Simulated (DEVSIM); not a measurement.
Structure: Au/SiO2/p-Ge capacitor, at 300 K.

```
layer (left to right)  material  thickness (nm)  Na (cm⁻³)
---------------------  --------  --------------  ---------
1                          SiO2            13.0          -
2                            Ge            3400       3e16
```

Metal gate on the left, work function 5.1 eV. Fixed charge at the semiconductor interface 7e11 cm⁻² (in units of +e); no interface traps.

Constants are typed, rounded textbook-type inputs, not results; the design itself was drawn at random and stands for no fabricated device. Values at 300 K.

```csv
parameter,SiO2,Ge
gap (eV),9,0.664
affinity (eV),0.9,4
permittivity,3.9,16
Nc (cm⁻³),-,1.04e19
Nv (cm⁻³),-,6e18
```

Model (solved in DEVSIM): 1D Poisson equation in equilibrium, Boltzmann statistics, complete ionisation; no quantum confinement or tunnelling. Metal contacts follow the ideal Schottky-Mott rule: no Fermi-level pinning, no interface dipoles.

The SiO2 thickness was swept, all else fixed.

| SiO2 thickness (μm) | capacitance of the dielectric stack (μF/cm²) | minimum of the low-frequency capacitance (μF/cm²) | threshold voltage (band bending 2φF) (V) | flat-band voltage (V) |
|---|---|---|---|---|
| 0.0052 | 0.664 | 0.0996 | 0.89 | 0.40 |
| 0.0072 | 0.480 | 0.0971 | 0.86 | 0.34 |
| 0.0091 | 0.379 | 0.0910 | 0.84 | 0.28 |
| 0.011 | 0.314 | 0.0854 | 0.82 | 0.22 |
| 0.013 | 0.266 | 0.0818 | 0.80 | 0.15 |
| 0.016 | 0.216 | 0.0767 | 0.76 | 0.05 |

From the first row to the last the capacitance of the dielectric stack goes from 0.664 to 0.216. From the first row to the last the minimum of the low-frequency capacitance goes from 0.0996 to 0.0767.
